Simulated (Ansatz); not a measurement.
# Si under a change: uniaxial strain ε_zz = −2.00 %

Base system: Si in the diamond structure (space group Fd-3m, No. 227; a = 5.4021 Å). Axes: x, y, z lie along the cube axes.

The change: the cell is compressed by 2.00 % along z with no lateral relaxation, atoms relaxed at fixed cell.

Method: LDA (Ansatz, a first-principles code; PAW; 420 eV plane waves; scalar-relativistic without spin-orbit coupling). k-mesh 11×11×11 (Γ-centred); smearing 0.05 eV (Fermi–Dirac).

```tsv
quantity	base	changed	shift
volume per atom	19.71 Å³	19.31 Å³	-0.394 Å³
space group	Fd-3m (No. 227)	I4_1/amd (No. 141)	–
shortest interatomic distance	2.339 Å	2.324 Å	-0.015 Å
energy relative to the base (free energy F)	0 meV/atom	+4.0 meV/atom	+4.0 meV/atom
pressure (mean of the normal stresses, compression positive)	-0.01 GPa	2.01 GPa	+2.02 GPa
band gap	0.45 eV	0.19 eV	-0.251 eV
gap character	–	indirect, Γ → Γ–M (87 % along)	–
smallest direct gap	2.53 eV	2.40 eV	-0.13 eV
electron mass	0.93 mₑ along k, 0.19 mₑ across (off the special points)	0.92 mₑ along k, 0.19 mₑ across (off the special points)	–
hole mass	–	0.18 mₑ along z, 0.24 mₑ across (at Γ)	–
valence-band top at Γ (three highest levels, from the VBM)	0.00, 0.00, 0.00 eV	0.00, -0.14, -0.14 eV	–
stress (xx, yy, zz, yz, xz, xy; compression positive)	–	(1.39, 1.39, 3.25, 0.00, 0.00, 0.00) GPa	–
```

Masses are band curvatures over ±0.01 Å⁻¹ around the edge. Along k means along the line from Γ to the band edge. Stability against distortions was not tested. The zero or small gap of Si under uniaxial strain ε_zz = −2.00 % can change with the level of theory. Labels are those of the standard path for the cell's own space group.
